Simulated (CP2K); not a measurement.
Band structure of P (Cmce, 4 atoms in the cell).

```
CELL_PARAMETERS angstrom
      5.70747     0.00000     0.00000
     -4.75625     3.15488     0.00000
      0.00000     0.00000     4.54319
ATOMIC_POSITIONS crystal
  P  0.40414 0.59586 0.91118
  P  0.59586 0.40414 0.08882
  P  0.09586 0.90414 0.41118
  P  0.90414 0.09586 0.58882
```

Computed with PBE, GPW, DZVP-MOLOPT-SR-GTH basis, GTH-PBE potentials (GTH_POTENTIALS) (CP2K).

Settings: CUTOFF = 400 Ry; REL_CUTOFF = 50 Ry; SMEAR/METHOD = GAUSSIAN; SIGMA = 0.136 eV; KPOINTS/SCHEME = MONKHORST-PACK 8 8 6; GAMMA_CENTERED = T; XC_FUNCTIONAL = PBE; P/BASIS_SET = DZVP-MOLOPT-SR-GTH; P/POTENTIAL = GTH-PBE-q5; METHOD = GPW; EPS_DEFAULT = 1e-10; EXTRAPOLATION = USE_GUESS; NGRIDS = 5; SCF_GUESS = ATOMIC.

The starting cell comes from a database of computed structures (which also holds hypothetical and non-ambient phases and stackings), without a prior relaxation at this level. Its lattice was rescaled by a random factor within 2.5 % of one. Values carry the incompleteness of an atom-centred basis.

Levels in eV from the Fermi level, bands 7 to 12:
```csv
point,7,8,9,10,11,12
Γ,-4.26,-2.85,-2.76,-1.28,0.50,0.97
X,-3.75,-3.49,-2.74,-2.54,0.58,0.79
S,-3.49,-3.49,-2.74,-2.74,0.58,0.58
R,-5.42,-5.42,-1.87,-1.87,1.64,1.64
A,-4.93,-4.93,-1.78,-1.78,1.70,1.70
Z,-3.47,-3.47,-1.78,-1.78,1.33,1.33
Y,-4.35,-2.60,-1.62,-0.06,0.06,0.71
X1,-3.75,-3.49,-2.74,-2.54,0.58,0.79
A1,-4.93,-4.93,-1.78,-1.78,1.70,1.70
T,-2.89,-2.89,-2.09,-2.09,1.34,1.34
```

No band crosses the Fermi level by more than 0.03 eV along this path.

Higher empty bands are left out: an atom-centred basis made for the valence describes them poorly.
